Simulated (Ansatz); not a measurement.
**AlN: energy against strain**

AlN (wurtzite, P6_3mc, 10.645 Å³/atom and stress up to 0.01 GPa in the relaxed cell, c along z) under a strain ε along c (axis z), the other axes held. PBE in Ansatz, a plane-wave DFT program (PAW, default set), 420 eV, 12×12×7 Γ-centred mesh, Fermi-Dirac smearing 0.05 eV; ions are relaxed, or left where forces stay under 0.02 eV/Å, within the symmetry of each cell.

Here s stands for strain and y for E less E0.

| strain (%) | E less E0 (meV/atom) |
|---|---|
| -1.20 | 1.69 |
| -0.60 | 0.41 |
| 0.00 | 0.00 |
| 0.60 | 0.41 |
| 1.20 | 1.67 |
| 3.00 | ? |

Fit y of the 5 rows that show it with a parabola. Least squares gives y = -0.007 - 0.0067·s + 1.1706·s². Residuals (row less fit): 0.003, -0.008, 0.007, 0.000, -0.001; standard error 0.008 (degrees of freedom: 2). Twice the quadratic coefficient over the volume, 2 × 1.1706 meV × 10⁴ × 0.1602 / 10.645 Å³, is the elastic constant C33 = 352 ± 2 GPa (± standard error of the fit, which holds the terms cut off).

Problem. Estimate the missing y (s = 3.00); what did the run itself give?

Solution. y = -0.007 - 0.0067 × 3.0 + 1.1706 × 3.0² = 10.508 meV/atom. The calculation gives 10.44 meV/atom, 0.068 meV/atom below the prediction (0.7 % of the range of y in the table). The row lies outside the fitted rows, so this is an extrapolation. From the scatter of the fitted rows alone, a prediction at this place has a standard error of 0.052 meV/atom, so the miss is 1.3 times that.

A polynomial of degree 3 through the 10 other runs of the series gives 10.50 there. Rows are the converged runs of the series near zero and its far end, less any whose ions stayed unrelaxed beside relaxed ones; series whose fitted rows scatter by over a few per cent of the range, as at a crossing or softening among them, aren't shown in this form. Most that stay on the fit to the last digits aren't either.
